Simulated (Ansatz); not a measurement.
## BP in the zinc blende structure (space group F-43m, No. 216)

```cif
data_BP
_chemical_formula_sum 'P1 B1'
_space_group_name_H-M_alt 'P 1'
_space_group_IT_number 1
_cell_length_a 3.19627
_cell_length_b 3.19627
_cell_length_c 3.19627
_cell_angle_alpha 60.000
_cell_angle_beta 60.000
_cell_angle_gamma 60.000
loop_
_space_group_symop_operation_xyz
  'x, y, z'
loop_
_atom_site_label
_atom_site_type_symbol
_atom_site_fract_x
_atom_site_fract_y
_atom_site_fract_z
_atom_site_occupancy
P1 P 0.75000 0.75000 0.75000 1
B1 B 0.00000 0.00000 0.00000 1
```

Method: PBEsol in Ansatz (plane waves to 420 eV, PAW, without spin-orbit coupling). Settings: 13×13×13 k-points, 0.05 eV Fermi–Dirac smearing.

The volume per atom is 11.54 Å³ and the density is 3.01 g/cm³. The band gap comes out as 1.11 eV, indirect, Γ → Γ–X (83 % along), the electron mass is 1.3 mₑ along k, 0.22 mₑ across and the hole mass (degenerate bands, along [100]) is 0.25, 0.25, 0.34 mₑ. The lowest conduction-band minima above the VBM comes out as a point along ⟨100⟩, about 1.2 Å⁻¹ from Γ 1.11 eV and the total energy is -446.795 eV/atom (σ→0; compares only within this code and set-up).

Effective masses come from finite differences of ±0.01 Å⁻¹. Along k means along the line from Γ to the band edge. Whether these cells are dynamically stable was not tested.

Ansatz is a quantum-chemistry and plane-wave program.
